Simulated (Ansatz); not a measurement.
Levels about the gap of amorphous Si₁₅Al₂₄O₆₆ (105 atoms in a cell of 1324 Å³, 2.66 g/cm³; zone centre alone, so wide bands show as single levels with stretches between that a denser mesh fills), at the geometry that PBE relaxed, where it gives 0.0 GPa on a denser mesh. The participation number counts the atoms over which a state spreads; weights are charges in smoothed Voronoi cells. The levels come from a single point, so bond lengths are those of that geometry. Method of the levels: PBE, scalar-relativistic without spin-orbit coupling (Ansatz, a program for electronic structure). Sampling: the zone centre alone; Fermi-Dirac width 0.02 eV; no spin polarisation. At PBE the levels at the filled edge of the gap are localised (band-tail or defect states), and the nearest spread-out levels lie 4.2 eV apart at the zone centre.

Preparation: random packing, a CHGNet melt and quench, and a DFT relaxation. O atoms were pushed apart under 1.9 Å during the dynamics, to hinder bonds among them. The hot cell started wider than the set density and was brought back towards it in steps. It is the lowest in DFT energy of 2 quenches. It is a model cell: composition and starting density were chosen by hand, and all elements were melted together. No dispersion term was used. Its density started from a set value of 2.74 and ended at 2.66 g/cm³. The simulated quench (nominally 280 K/ps over its main leg) is rapid and tends to freeze in more defects than a deposited or slowly cooled glass has. A cell of this size samples the disorder only roughly. The volume was free in the relaxation, at fixed shape. Stress components on the final sampling reach 1.1 GPa.

```json
[
 {"E - E(highest filled), eV": "-0.46", "filling": "filled", "participation number": "12.6", "largest on": "O, 2 neighbours", "weight O": "0.95", "weight Al": "0.02", "weight Si": "0.02"},
 {"E - E(highest filled), eV": "-0.39", "filling": "filled", "participation number": "14.9", "largest on": "O, 2 neighbours", "weight O": "0.95", "weight Al": "0.03", "weight Si": "0.02"},
 {"E - E(highest filled), eV": "-0.31", "filling": "filled", "participation number": "11.1", "largest on": "O, 2 neighbours", "weight O": "0.95", "weight Al": "0.03", "weight Si": "0.02"},
 {"E - E(highest filled), eV": "-0.25", "filling": "filled", "participation number": "7.4", "largest on": "O, 2 neighbours", "weight O": "0.96", "weight Al": "0.03", "weight Si": "0.02"},
 {"E - E(highest filled), eV": "-0.16", "filling": "filled", "participation number": "10.9", "largest on": "O, 2 neighbours", "weight O": "0.95", "weight Al": "0.02", "weight Si": "0.02"},
 {"E - E(highest filled), eV": "-0.14", "filling": "filled", "participation number": "9.7", "largest on": "O, 2 neighbours", "weight O": "0.96", "weight Al": "0.02", "weight Si": "0.02"},
 {"E - E(highest filled), eV": "0.00", "filling": "filled", "participation number": "6.1", "largest on": "O, 2 neighbours", "weight O": "0.94", "weight Al": "0.03", "weight Si": "0.02"},
 {"E - E(highest filled), eV": "3.63", "filling": "empty", "participation number": "72.1", "largest on": "Al, 4 neighbours", "weight O": "0.61", "weight Al": "0.27", "weight Si": "0.11"},
 {"E - E(highest filled), eV": "5.07", "filling": "empty", "participation number": "33.9", "largest on": "Al, 4 neighbours", "weight O": "0.62", "weight Al": "0.28", "weight Si": "0.10"},
 {"E - E(highest filled), eV": "5.30", "filling": "empty", "participation number": "28.8", "largest on": "Si, 4 neighbours", "weight O": "0.60", "weight Al": "0.23", "weight Si": "0.17"},
 {"E - E(highest filled), eV": "5.41", "filling": "empty", "participation number": "43.6", "largest on": "Al, 4 neighbours", "weight O": "0.62", "weight Al": "0.26", "weight Si": "0.12"},
 {"E - E(highest filled), eV": "5.64", "filling": "empty", "participation number": "40.5", "largest on": "Al, 4 neighbours", "weight O": "0.63", "weight Al": "0.27", "weight Si": "0.10"},
 {"E - E(highest filled), eV": "5.77", "filling": "empty", "participation number": "59.2", "largest on": "Al, 4 neighbours", "weight O": "0.63", "weight Al": "0.29", "weight Si": "0.09"},
 {"E - E(highest filled), eV": "5.92", "filling": "empty", "participation number": "37.8", "largest on": "Si, 4 neighbours", "weight O": "0.63", "weight Al": "0.18", "weight Si": "0.19"}
]
```

Most localised among these is the filled level at +0.00 eV, on a O atom, which has 2 neighbours (Al 1.69 Å, Al 1.76 Å).
